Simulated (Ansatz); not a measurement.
Base system: BeTe in the zinc blende structure (space group F-43m, No. 216; a = 5.604 Å). Axes: x, y, z lie along the cube axes.

Level of theory: Ansatz (a first-principles code) PBEsol, scalar-relativistic without spin-orbit coupling.

Base values:

- Band gap = 1.84 eV
- Shortest interatomic distance = 2.427 Å

One thing is altered: tensile biaxial strain of 2.08 % in the plane normal to [111], as in epitaxy on a mismatched substrate; the out-of-plane cell vector and the atoms relax.

Problem. What happens to the band gap?

Solution. The band gap decreases by 0.081 eV to 1.75 eV.

Problem. What happens to the shortest interatomic distance?

Solution. The shortest interatomic distance goes up by 0.002 Å to 2.429 Å.

Problem. What does the calculation give for the energy relative to the base after the change?

Solution. The energy grows by 8.1 meV/atom.

Spin-orbit coupling, missing from the scalar runs, can matter with Te. Whether these cells are dynamically stable was not tested.
